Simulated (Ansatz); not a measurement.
## Response to strain in GaCuSe2

Consider GaCuSe2 in the chalcopyrite structure (space group I-42d, No. 122; a = 5.608 Å, c = 11.098 Å). Axes: x, y, z lie along a, b, c of the conventional cell.

Strains are applied to the cell and any free atomic positions relax; under biaxial strain the out-of-plane vector relaxes too.

All numbers come from r2SCAN, PAW, 500 eV (Ansatz, an electronic-structure program; no spin-orbit coupling).

Candidates:
(a) isotropic strain −1.27 %
(b) biaxial strain +0.67 %, plane normal [001], relaxed out of plane
(c) biaxial strain +1.06 %, plane normal [001], relaxed out of plane

Notes on the quantities. energy relative to the base: free energy F.

**Question.** Order them by energy relative to the base, lowest first.

**Answer.** (b) biaxial strain +0.67 %, plane normal [001], relaxed out of plane (+0.5 meV/atom), (c) biaxial strain +1.06 %, plane normal [001], relaxed out of plane (+1.3 meV/atom), (a) isotropic strain −1.27 % (+7.2 meV/atom)

Whether these cells are dynamically stable was not tested. The final runs are not spin-polarised.
